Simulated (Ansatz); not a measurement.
BN (P6_3mc), r2SCAN, rigid bands in Ansatz (a first-principles code): N_v = 4.54e19 cm⁻³ at 300 K and a hole conductivity mass of 0.813 mₑ along y (a = (2.54, 0.00, 0.00) Å; b = (-1.27, 2.20, 0.00) Å; c = (0.00, 0.00, 4.20) Å).

**Question.** For 1e16 holes per cm³ at 300 K, place the Fermi level, estimate the Seebeck coefficient of a parabolic band with constant τ, and give mobility and conductivity for τ = 20 fs.

**Answer.** The level lies k_BT ln(N_v/p) = 0.218 eV above the valence-band maximum. S ≈ +(k_B/e)[ln(N_v/p) + 5/2] = 941 μV/K, against 941 μV/K from the full bands (mean over directions). μ = eτ/m = 43.3 cm²/(V·s) and σ = peμ = 0.0693 S/cm. τ is assumed, not computed.

Band transport and this doping are assumed; polarons and phonon drag are left out. Spin-orbit coupling is left out. Geometry: cell and atoms relaxed with PBEsol.
